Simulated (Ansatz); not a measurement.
The structure below was relaxed with DFT with r2SCAN, PAW potentials and a 500 eV plane-wave cutoff in Ansatz (an electronic-structure program), without spin-orbit coupling.

```
CELL_PARAMETERS angstrom
      8.20652     0.00000     0.00000
      0.00000     8.20652     0.00000
      0.00000     0.00000     8.20652
ATOMIC_POSITIONS crystal
  Cs 0.00000 0.00000 0.00000
  Ca 0.50000 0.50000 0.50000
  Rb 0.50000 0.00000 0.50000
  Rb 0.00000 0.50000 0.50000
  Rb 0.50000 0.50000 0.00000
```

Problem. Find the space group and the Wyckoff positions.

Solution. Space group Pm-3m (No. 221); a = 8.207 Å, b = 8.207 Å, c = 8.207 Å, α = 90.00°, β = 90.00°, γ = 90.00°

```csv
atom,site,symmetry,x,y,z
Cs,1a,m-3m,0.0000,0.0000,0.0000
Ca,1b,m-3m,0.5000,0.5000,0.5000
Rb,3c,4/mm.m,0.0000,0.5000,0.5000
```

Stability against distortions was not tested. The cell was made from CsCaH3 by this change: H → Rb; the result is a hypothetical phase, not in the database extracts checked. Many cubic perovskites are stable only at high temperature; tilts and polar distortions were not tested.
